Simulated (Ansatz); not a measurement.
The parent structure is Li in the bcc (W type) structure (space group Im-3m, No. 229; a = 3.477 Å).

Calculations: Ansatz (a quantum-chemistry and plane-wave program), r2SCAN, PAW, cutoff 500 eV, spin-orbit coupling left out.

Before the change:

```
Quantity           Result
---------------  --------
Volume per atom  21.03 Å³
```

Modification: K takes the place of Li on all its sites; the structure is relaxed again.

Tabulated Pauling electronegativity and covalent radius: Li 0.98, 1.28 Å; K 0.82, 2.03 Å.

Task: Predict the new volume per atom.

Result: The volume per atom goes up by 55.37 Å³ to 76.40 Å³.

No phonon test of stability was made.
